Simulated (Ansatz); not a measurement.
**A constructed model of the (111) surface of fcc Ag, a layer of Sc in place of the second plane (bottom of the slab: a bare face, its two planes held)**

These are PBE (plane waves to 420 eV, PAW; Ansatz, an electronic-structure program) values and carry that method's errors.

Slab: 6 atoms, 12.3 Å thick at the start with caps and adatoms (thin: gaps and levels are the slab's own); k 15x15x1, smearing 0.1 eV, dipole-corrected; 2 atoms held, the rest relaxed; symmetry of the start imposed; no spin, no spin-orbit, no U. In PBE it is, or lies within 0.01 eV a 1x1 cell of, the lowest of the 2 structures of its composition computed so far; subsurface sites and larger cells were not tried.

The work function of the top face is 3.93 eV and the energy released by relaxation comes out as 0.018 eV. The cost is about 60 core-seconds (a rough figure).
